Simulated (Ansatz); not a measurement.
Results of PBE-D3(BJ) (Ansatz, a first-principles code, PAW) for TiAl3 (I4/mmm, No. 139).

Settings: plane-wave cutoff 520 eV, 20×20×20 k mesh, Fermi–Dirac smearing 0.05 eV, no spin polarisation, scalar-relativistic PAW data made under PBE.

Computed points:

| V (Å³/atom) | E − E_lowest (meV/atom) | P (GPa) |
|---|---|---|
| 14.680 | 9.36 | 5.08 |
| 14.986 | 2.25 | 2.41 |
| 15.292 | 0.00 | -0.01 |
| 15.598 | 2.14 | -2.19 |
| 15.904 | 8.24 | -4.17 |

Question: Estimate the bulk modulus from the pressures at 14.986 and 15.598 Å³/atom, and compare it with a fit to all energies.

Answer: B = −V dP/dV. Between V = 14.986 and 15.598 Å³/atom, dP/dV = (-2.19 − (2.41))/(15.598 − 14.986) = -7.52 GPa per Å³/atom; at the midpoint 15.292 Å³/atom this gives B ≈ 115 GPa. The third-order Birch–Murnaghan fit gives V0 = 15.291 Å³/atom, B0 = 115 GPa, B′ = 4.1, which lies within 1 % of that estimate.

Shape and atoms are relaxed at each volume.

Measured, for comparison: equilibrium volume per atom 15.93 Å³/atom (temperature not stated, not corrected to a static lattice; as tabulated in P. Norby and A. Norlund Christensen, Acta Chemica Scandinavica A40, 157 (1986)). Computed (rounded) less measured: equilibrium volume per atom -4.0 %.

Note: the bulk modulus comes from volumes at which shape and atoms were relaxed.

Computed values are for the static lattice.
